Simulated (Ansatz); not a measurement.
# Point defect C on the N site + Si on the Ga site (C_N+Si_Ga) in metastable zinc-blende GaN

Method: PBE, PAW (plane waves to 420 eV; Ansatz, a program for electronic structure). Cell and caveats: 64-site cell; 2×2×2 shifted k-points; start: the N site; Ga 1.97 Å away; not converged in cell size; relaxed from one start, so a lower configuration may exist.

Neighbours after relaxation, in Å: of the Si atom: N 1.82, N 1.82, N 1.82, C 1.83; of the C atom: Si 1.83, Ga 1.98, Ga 1.98, Ga 1.98, N 3.00, N 3.00, N 3.00.

```csv
charge,moment (μB),largest move off a lattice site (Å)
0,not spin-polarised,0.15
```

All states together cost very roughly 12 core-minutes.
